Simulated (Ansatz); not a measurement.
Input:

End structure of a constructed model of the (0001) surface of hcp Ti, p(2x2) layer of I, one a cell, on the site that continues the host's stacking (bottom of the slab: a bare face, its two planes held):

```
CELL_PARAMETERS angstrom
      5.87727     0.00000     0.00000
     -2.93864     5.08987     0.00000
      0.00000     0.00000    30.50000
ATOMIC_POSITIONS crystal
  Ti 0.33333 0.16667 0.26663
  Ti 0.33333 0.66667 0.26663
  Ti 0.83333 0.16667 0.26663
  Ti 0.83333 0.66667 0.26663
  Ti 0.16667 0.33333 0.34289
  Ti 0.16667 0.83333 0.34289
  Ti 0.66667 0.33333 0.34289
  Ti 0.66667 0.83333 0.34289
  Ti 0.33333 0.16667 0.42090
  Ti 0.33221 0.66610 0.41995
  Ti 0.83390 0.16779 0.41995
  Ti 0.83390 0.66610 0.41995
  Ti 0.16774 0.33226 0.49658
  Ti 0.16774 0.83548 0.49658
  Ti 0.66452 0.33226 0.49658
  Ti 0.66667 0.83333 0.49436
  Ti 0.33333 0.16667 0.57852
  Ti 0.32926 0.66463 0.57261
  Ti 0.83537 0.17074 0.57261
  Ti 0.83537 0.66463 0.57261
  Ti 0.15952 0.34048 0.64880
  Ti 0.15952 0.81903 0.64880
  Ti 0.68097 0.34048 0.64880
  Ti 0.66667 0.83333 0.64037
  I  0.33333 0.16667 0.72317
```

Set-up: 25 atoms, 14.2 Å thick at the start; mesh 8x8x1; 0.1 eV smearing; dipole correction on; 8 atoms held, the rest relaxed; symmetry of the start imposed; no spin, no spin-orbit, no U. It is one candidate, not shown to be the stable structure of the face.

Question: Estimate the work function of the top face that PBE (Ansatz, an electronic-structure program) returns for this input.

Answer: 3.99 eV
